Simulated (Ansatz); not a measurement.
Take InP in the zinc blende structure (space group F-43m, No. 216; a = 5.960 Å) as the base.

Level of theory: Ansatz (an electronic-structure program) PBE, scalar-relativistic without spin-orbit coupling, earlier PAW set.

Base values:

| Quantity | Value |
|---|---|
| Gap character | direct at Γ |
| Lattice parameter a | 5.960 Å |
| Hole mass | 0.037, 0.46, 0.46 mₑ (at Γ) |

The change: cell and atoms relaxed at a pressure of 3 GPa.

**Question.** What does the calculation give for the gap character after the change?

**Answer.** The gap character stays direct at Γ.

**Question.** What happens to the lattice parameter a?

**Answer.** The lattice parameter a falls by 0.089 Å, from 5.960 Å to 5.871 Å.

**Question.** Predict the new hole mass.

**Answer.** The hole mass (degenerate bands, along [100]) becomes 0.054, 0.44, 0.44 mₑ (at Γ) (base: 0.037, 0.46, 0.46 mₑ (at Γ)).

Load acts through the strain it causes; cell and atoms are relaxed under it. Effective masses come from finite differences of ±0.01 Å⁻¹. Whether these cells are dynamically stable was not tested. Tetrahedral semiconductors of this kind turn to denser phases somewhere between about 1 and 50 GPa; those were not computed, so compressed cells here can lie past the real transition.
